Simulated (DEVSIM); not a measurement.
## abrupt Ge p-n junction

System: abrupt Ge p-n junction, at 300 K.

| layer (left to right) | material | thickness (μm) | Nd (cm⁻³) | Na (cm⁻³) | τn (s) | τp (s) |
|---|---|---|---|---|---|---|
| 1 | Ge | 21.0 | - | 3.6e13 | 7.5e-7 | 7.5e-7 |
| 2 | Ge | 8.10 | 1.6e15 | - | 7.5e-7 | 7.5e-7 |

Left contact: ohmic. Right contact: ohmic. Voltage is applied to the left contact. Recombination: SRH at mid-gap. Mobility is μmin + (μ − μmin)/(1 + (N/Nref)^α).

This is a model device: material constants are rounded textbook-type values typed into the input, and sizes, dopings and lifetimes were drawn at random. Values at 300 K.

| parameter | Ge |
|---|---|
| gap (eV) | 0.664 |
| affinity (eV) | 4 |
| permittivity | 16 |
| Nc (cm⁻³) | 1.04e19 |
| Nv (cm⁻³) | 6e18 |
| μn (cm²/Vs) | 3900 |
| μp (cm²/Vs) | 1900 |
| μn,min | 150 |
| μp,min | 100 |
| Nref,n | 2.6e17 |
| Nref,p | 4e17 |
| αn | 0.56 |
| αp | 0.6 |

Model (solved in DEVSIM): 1D drift-diffusion, Boltzmann statistics, complete ionisation; no tunnelling, impact ionisation, image-force lowering or self-heating.

```
Quantity                                          Result
---------------------------------------------  ---------
Potential step across the device at zero bias    0.132 V
Largest field in the device at zero bias       1900 V/cm
Dark forward voltage at 1 A/cm²                  0.088 V
Dark forward voltage at 100 A/cm²                0.744 V
```

Dark forward current:

```json
[
 {"V (V)": "0.05", "J (A/cm²)": "0.34"},
 {"V (V)": "0.10", "J (A/cm²)": "1.4"},
 {"V (V)": "0.15", "J (A/cm²)": "3.8"},
 {"V (V)": "0.20", "J (A/cm²)": "8.1"},
 {"V (V)": "0.25", "J (A/cm²)": "14"},
 {"V (V)": "0.30", "J (A/cm²)": "22"},
 {"V (V)": "0.35", "J (A/cm²)": "31"},
 {"V (V)": "0.40", "J (A/cm²)": "40"},
 {"V (V)": "0.45", "J (A/cm²)": "50"},
 {"V (V)": "0.50", "J (A/cm²)": "59"},
 {"V (V)": "0.55", "J (A/cm²)": "68"},
 {"V (V)": "0.60", "J (A/cm²)": "77"},
 {"V (V)": "0.65", "J (A/cm²)": "86"},
 {"V (V)": "0.70", "J (A/cm²)": "93"},
 {"V (V)": "0.75", "J (A/cm²)": "100"},
 {"V (V)": "0.80", "J (A/cm²)": "110"},
 {"V (V)": "0.85", "J (A/cm²)": "110"},
 {"V (V)": "0.90", "J (A/cm²)": "120"},
 {"V (V)": "0.95", "J (A/cm²)": "130"},
 {"V (V)": "1.00", "J (A/cm²)": "130"},
 {"V (V)": "1.05", "J (A/cm²)": "140"},
 {"V (V)": "1.10", "J (A/cm²)": "140"},
 {"V (V)": "1.15", "J (A/cm²)": "150"}
]
```

Small-signal capacitance in reverse bias (quasi-static):

```
V (V)  C (nF/cm²)
-----  ----------
-0.4         3.38
-1           2.20
-2           1.57
-3           1.28
-4           1.11
```
